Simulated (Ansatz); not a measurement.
The reference is Pb in the fcc (Cu type) structure (space group Fm-3m, No. 225; relaxed with 0.1 eV smearing).

```
Pb
1.0
    0.00000     2.46707     2.46707
    2.46707     0.00000     2.46707
    2.46707     2.46707     0.00000
Pb
1
Direct
  0.00000   0.00000   0.00000
```

Level of theory: Kohn–Sham DFT with the PBEsol functional, run in Ansatz (a first-principles code) with PAW and 420 eV plane waves, no SOC.

For the base:

The pressure is 0.0 GPa and the band gap is zero.

Now apply this change: every lattice vector is shortened by 5.26 %; the atoms relax in the strained cell.

**Question.** What does the calculation give for the energy relative to the base after the change?

**Answer.** The energy rises by 136 meV/atom.

**Question.** How does this affect the pressure?

**Answer.** The pressure goes from zero to 11.4 GPa.

**Question.** Predict the new band gap.

**Answer.** The band gap is still zero.

Stability against distortions was not tested.
